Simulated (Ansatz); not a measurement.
Consider CeO₂ in the CdI2 type structure (space group P-3m1, No. 164; a hypothetical phase, not in the database extracts checked).

```xyz
3
Lattice="3.5949 0.0000 0.0000 -1.7974 3.1132 0.0000 0.0000 0.0000 4.4067" Properties=species:S:1:pos:R:3 pbc="T T T"
Ce     0.0000     0.0000     0.0000
O      0.0000     2.0755     0.9018
O      1.7974     1.0377     3.5049
```

Method: Ansatz (a program for electronic structure) r2SCAN+rVV10, scalar-relativistic without spin-orbit coupling, earlier PAW set.

One change was made to it. Results:

```csv
quantity,base,after
width of the top valence band,0.58 eV,0.83 eV
smallest direct gap,2.63 eV,2.52 eV
shortest interatomic distance,2.263 Å,2.254 Å
```

Q: Name the change that was made.
A) pressure 7.5 GPa
B) pressure 3 GPa
C) pressure −1 GPa
D) pressure 1.5 GPa

A: B, pressure 3 GPa. For comparison, the smallest direct gap in the other runs: pressure 1.5 GPa gives 2.56 eV; pressure 7.5 GPa gives 2.42 eV; pressure −1 GPa gives 2.71 eV.

Load acts through the strain it causes; cell and atoms are relaxed under it. Stability against distortions was not tested. Competing high-pressure phases were not computed. Starting moments died away, wholly or in part, for the base; another magnetic solution may exist. The final runs are not spin-polarised.
